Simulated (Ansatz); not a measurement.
# Os3Ge (model structure, started from the A15 type, Pm-3n, No. 223, 8 atoms in the cell): bulk modulus by level of theory

No measured value is used here.

| level (code) | value (GPa) | cell (Å³/atom) |
|---|---|---|
| LDA (Ansatz) | 313 | 14.23 |
| PBE (Ansatz) | 273 | 14.92 |
| PBEsol (Ansatz) | 301 | 14.46 |
| r²SCAN (Ansatz) | 301 | 14.56 |

Density-functional levels without +SOC have no spin–orbit coupling. LDA, PBE, PBEsol, r²SCAN: the run has no spin polarisation, so it can have missed a magnetic state. LDA, PBE, PBEsol, r²SCAN: the bulk modulus is −V dP/dV from two relaxed cells at ±2 % in volume. Each level is taken at its own relaxed cell. Cutoffs differ between the levels. Ansatz's density-functional and Hartree–Fock values are scalar-relativistic unless marked +SOC, with PAW data made under PBE.

A model structure was made by putting elements into a prototype or built by hand; it is no filed structure, need not be a known phase, and can be a saddle point held by its symmetry.

Ansatz is an electronic-structure program.
